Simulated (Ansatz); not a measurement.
A computed series for CdO: pressure series

The reference is CdO in the rock salt structure (space group Fm-3m, No. 225; a = 4.768 Å).

Cell and atoms are relaxed at each pressure.

Level of theory: PBE, PAW, 420 eV (Ansatz, a first-principles code; no SOC), earlier PAW set.

| P (GPa) | V (Å³/atom) |
|---|---|
| -2.00 | 13.778 |
| -0.98 | 13.660 |
| 3.00 | 13.249 |
| 7.00 | 12.898 |
| 15.00 | 12.323 |
| 30.00 | 11.525 |
| 50.00 | 10.770 |

A third-order Birch–Murnaghan fit to these points gives V₀ = 13.55 Å³/atom, B₀ = 126 GPa and B₀′ = 4.7. At pressure 50 GPa the volume is 79.5 % of V₀.

Measured bulk modulus of CdO: 147 GPa (temperature not stated; as listed in Priya Gopal et al., Physical Review B (2015)); the computed value is for a static lattice, so the two differ by thermal effects too.

A case with no gap was solved on a k-mesh chosen for an insulator, which is coarse for it. Load acts through the strain it causes; cell and atoms are relaxed under it. Whether these cells are dynamically stable was not tested. Competing high-pressure phases were not computed. The final runs are not spin-polarised.
